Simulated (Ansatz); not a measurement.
The starting structures come from a database of crystals and need not be the phases stable at ambient conditions.

Given:

```xyz
10
Lattice="5.3790 0.0000 0.0000 2.6895 5.0115 0.0000 2.6895 1.4434 4.4291" Properties=species:S:1:pos:R:3 pbc="T T T"
Zn     5.3790     5.0560     1.6187
Zn     5.3790     1.3989     2.8105
Sn     2.6895     2.9734     0.6642
Sn     8.0685     3.4815     3.7649
O      6.2238     3.8028     0.2214
O      4.5343     2.6521     4.2077
O      6.4434     4.8274     3.3655
O      4.3146     1.6275     1.0637
O      3.4699     4.3740     1.9743
O      7.2882     2.0809     2.4548
```

Space group of this cell: R-3. The cell is taken as given; by PBEsol its mean pressure is -6.9 GPa.

Method: PBEsol (plane waves, PAW; Ansatz, an electronic-structure program).

The current runs along the normal of the first two printed vectors; no spin-orbit coupling. Scaled by the factor s: the length along the current (ions clamped). The meshes follow the cell: 8×6×8 and 6×6 across at s = 0.97, 8×8×8 and 6×6 across at s = 1.00, 8×6×8 and 6×6 across at s = 1.03.

| s | mean pressure (GPa) | band gap (eV) |
|---|---|---|
| 0.97 | -1.6 | ? |
| 1.00 | -6.9 | 1.20 |
| 1.03 | -11.2 | 0.97 |

**Question.** Take the slope of the band gap against ln s from the two given rows, extrapolate to s = 0.97, and say what the run there gives.

**Answer.** Slope = (0.97 − 1.20) / ln 1.03 = -7.78 eV. The line gives 1.20 + (-7.78) × ln 0.97 = 1.44 eV. The run gives 1.39 eV, 0.05 eV under the line, 20 % of the predicted step.
